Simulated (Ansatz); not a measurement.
Cell of rock-salt TaN (1 1 0) on 3C silicon carbide (1 1 0) (film strained to the substrate, started from cuts of the bulks and a machine-learned relaxation), relaxed at this level with a, b, gamma of the cell held:

```xyz
32
Lattice="3.0970 -0.0006 -0.0608 3.0970 4.3795 -0.3233 -1.0498 -1.9889 25.8468" Properties=species:S:1:pos:R:3 pbc="T T T"
C      0.7613     0.2034     0.7914
C      2.3407     2.5289     2.2143
C      0.8219     0.4128     3.9020
C      2.4008     2.6969     5.2903
C      0.8826     0.5988     6.9949
C      2.4617     2.8812     8.3786
C      0.9438     0.7847    10.0853
C      2.5229     3.0643    11.4690
C      1.0053     0.9859    13.1736
C      2.5833     3.2465    14.5014
Si     0.7909    -0.7662     2.4052
Si     2.3104     1.3312     0.8011
Si     0.8519    -0.5882     5.5174
Si     2.3703     1.5050     3.8229
Si     0.9129    -0.4040     8.6090
Si     2.4308     1.6934     6.9040
Si     0.9741    -0.2234    11.6952
Si     2.4920     1.8791     9.9927
Si     1.0328    -0.1401    14.6783
Si     2.5535     2.0617    13.0884
N      2.6350     1.6366    17.0079
N      1.1035    -0.4645    18.5143
N      2.6976     2.0435    19.9322
N      1.1615    -0.3522    21.7332
N      2.7493     2.1305    22.9326
N      1.2265    -0.1198    24.9372
Ta     4.2122     1.6931    18.3547
Ta     2.6268    -0.5115    16.8007
Ta     4.2753     1.8312    21.3871
Ta     2.6793    -0.1783    20.1120
Ta     4.3219     1.9974    24.4378
Ta     2.7428    -0.0582    23.3323
```

Calculation: PBE (plane waves to 420 eV, PAW; Ansatz, a first-principles code). Scalar-relativistic, without spin–orbit coupling; the runs are not spin-polarised. Its k-point mesh 12×7×1, Fermi–Dirac width 0.05 eV.

### Question
Give the plane-averaged electrostatic potential energy of an electron along the normal (the smooth PAW potential), about its mean over the cell.

### Answer
(z (Å), V (eV)): (0.000, 7.64); (0.428, 2.61); (0.855, -3.22); (1.283, 1.22); (1.710, 4.48); (2.138, -1.55); (2.566, -2.39); (2.993, 4.65); (3.421, 3.46); (3.848, -3.03); (4.276, 0.04); (4.704, 5.55); (5.131, 0.44); (5.559, -3.16); (5.986, 3.02); (6.557, 2.72); (6.984, -3.20); (7.412, 0.87); (7.839, 5.69); (8.267, -0.13); (8.695, -2.82); (9.122, 3.74); (9.550, 4.40); (9.977, -2.39); (10.405, -0.81); (10.833, 5.56); (11.260, 1.72); (11.688, -3.18); (12.115, 2.11); (12.543, 5.61); (12.971, -0.94); (13.398, -2.31); (13.826, 3.94); (14.253, 1.94); (14.681, -2.71); (15.109, 3.09); (15.536, 9.75); (15.964, 8.33); (16.391, 2.13); (16.819, -4.88); (17.247, -3.57); (17.674, 1.68); (18.102, -2.91); (18.529, -7.68); (18.957, -1.75); (19.527, -0.20); (19.955, -7.17); (20.382, -5.53); (20.810, -0.59); (21.238, -4.02); (21.665, -7.30); (22.093, -0.69); (22.520, 2.32); (22.948, -4.64); (23.376, -6.70); (23.803, -2.63); (24.231, -2.97); (24.658, -6.28); (25.086, -1.70); (25.514, 6.60)
